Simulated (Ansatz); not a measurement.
The starting structures come from a database of crystals and need not be the phases stable at ambient conditions.

Inside the gap of an insulator the Bloch states are evanescent, with a wavenumber k + iκ along the transport direction.

Data:

```xyz
14
Lattice="8.5705 0.0000 0.0000 0.0000 8.6858 0.0000 0.0000 4.3429 2.5074" Properties=species:S:1:pos:R:3 pbc="T T T"
K      0.0166     0.0000     0.0000
K      4.3019     0.0000     0.0000
Li     1.6911     5.7906     0.0000
Li     5.9764     2.8953     0.0000
Be     2.6081     2.8953     0.0000
Be     6.8934     5.7906     0.0000
F      2.1282     5.9647     1.7663
F      6.4135     4.5119     0.7324
F      2.1282     2.8902     1.4735
F      6.4135     7.0641     0.7411
F      2.1282     8.5168     1.7750
F      6.4135    10.1385     1.0339
F      4.1606     2.8953     0.0000
F      8.4459     5.7906     0.0000
```

Space group of this cell: P6_3. The cell is taken as given.

Transport runs along the normal of the first two printed cell vectors, the (110) plane of the conventional cell.

No gap correction and no spin-orbit coupling; mid-gap values are interpolated between computed energies.

**Question.** Give the band gap and the smallest decay constant κ at mid-gap that r2SCAN (Ansatz, a program for electronic structure) yields.

**Answer.** Gap 7.83 eV on a 4×12×12 mesh; κ = 0.634 1/Å, at the zone centre.
